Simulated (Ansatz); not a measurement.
TaC (model structure, started from the NbAs type, I4₁md, No. 109, 4 atoms in the cell): lattice parameter a by level of theory

No measured value is used here.

```json
[
 {"level (code)": "PBE (Ansatz)", "value (Å)": "2.950"},
 {"level (code)": "PBEsol (Ansatz)", "value (Å)": "2.925"},
 {"level (code)": "PBE-D3(BJ) (Ansatz)", "value (Å)": "?"}
]
```

Task: Some entries are withheld; supply them.

Result: 
- PBE-D3(BJ) (Ansatz, a quantum-chemistry and plane-wave program), value (Å): 2.929

Density-functional levels without +SOC have no spin–orbit coupling. Ansatz's density-functional and Hartree–Fock values are scalar-relativistic unless marked +SOC, with PAW data made under PBE.

A model structure was made by putting elements into a prototype or built by hand; it is no filed structure, need not be a known phase, and can be a saddle point held by its symmetry.
